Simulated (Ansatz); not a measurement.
Start from a 16-atom supercell of AlN in the zinc blende structure (space group F-43m, No. 216; a = 4.370 Å) at its relaxed geometry.

The values are results of plane-wave PAW DFT at the r2SCAN level (Ansatz, a program for electronic structure, 500 eV), spin-orbit coupling left out, not measurements.

One neutral defect a cell, atoms relaxed at fixed cell.

One change was made to it. Results:

The pressure goes from zero to 16.1 GPa; the largest displacement of a host atom from its site in the perfect cell is 0.17 Å.

Q: Which change produced these results?
A) Al on a N site (antisite)
B) Al vacancy, symmetric start
C) Tm on a Al site
D) Al interstitial (started 1.89 Å from the nearest host atom), symmetric start

A: C, Tm on a Al site. For comparison, the pressure in the other runs: Al on a N site (antisite) gives 27.4 GPa; Al vacancy, symmetric start gives 4.3 GPa; Al interstitial (started 1.89 Å from the nearest host atom), symmetric start gives 18.8 GPa.

The magnetic state is the one reached from the starting moments; the real material's order can differ, and small cells can't hold many antiferromagnetic ones. Open 4f shells without U are poorly described, and the f state was not checked. In so small a cell the defect repeats every few ångströms: this is an ordered compound, not a dilute defect. The mesh was chosen for an insulator and is coarse for the gapless case. Defects with a symmetric start kept the site's symmetry and may sit on a saddle; the others started slightly shaken. Starting moments died away, wholly or in part, for Al on a N site (antisite) and Al interstitial (started 1.89 Å from the nearest host atom); another magnetic solution may exist. This is not the structure that AlN has at room temperature and ambient pressure.
